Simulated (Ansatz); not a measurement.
The reference is GeSe in the wurtzite structure (space group P6_3mc, No. 186; a = 4.790 Å, c = 5.863 Å; a hypothetical phase, not in the database extracts checked). Axes: x lies along a and z along c of the hexagonal cell.

(Cell as relaxed with PBE.)

Levels (all Ansatz, a quantum-chemistry and plane-wave program, PAW): PBE (420 eV, no spin-orbit coupling); PBEsol (420 eV, without spin-orbit coupling).

Each level relaxes its own structure.

```tsv
base	PBE	PBEsol
volume per atom	29.13 Å³	27.31 Å³
lattice parameter a	4.790 Å	4.710 Å
band gap	0.92 eV	0.54 eV
```

One thing is altered: a free-standing slab of 2 layers (8 atoms, 4 a layer) is cut normal to the y axis, with 15 Å of vacuum and the in-plane cell held at bulk.

```csv
quantity,PBE,PBEsol
excess energy per area of both faces (slab less bulk energy over the cell's area: twice a surface energy) (uncertain by up to 0.05 J/m²),0.22 J/m²,___
shift of the gap caused by the change,-0.52 eV,___
band gap,0.40 eV,___
gap character,"indirect, X → Z",___
```

Problem. Given the PBE results, estimate those of PBEsol.

Solution. 
- excess energy per area of both faces (slab less bulk energy over the cell's area: twice a surface energy) (uncertain by up to 0.05 J/m²), PBEsol: 0.34 J/m²
- shift of the gap caused by the change, PBEsol: -0.42 eV
- band gap, PBEsol: 0.13 eV
- gap character, PBEsol: indirect, X → Z

PBE's excess energy per area of both faces lies 0.12 J/m² below PBEsol's; PBE's shift of the gap caused by the change lies 0.10 eV below PBEsol's; PBE's band gap lies 0.278 eV above PBEsol's; the two agree on the gap character. Neither level is exact; PBEsol is the comparison here, not a measurement.

The excess energy carries the mismatch between the slab's and the bulk's meshes. No phonon test of stability was made. The zero or small gap of GeSe can change with the level of theory. Labels are those of the standard path for the cell's own space group.
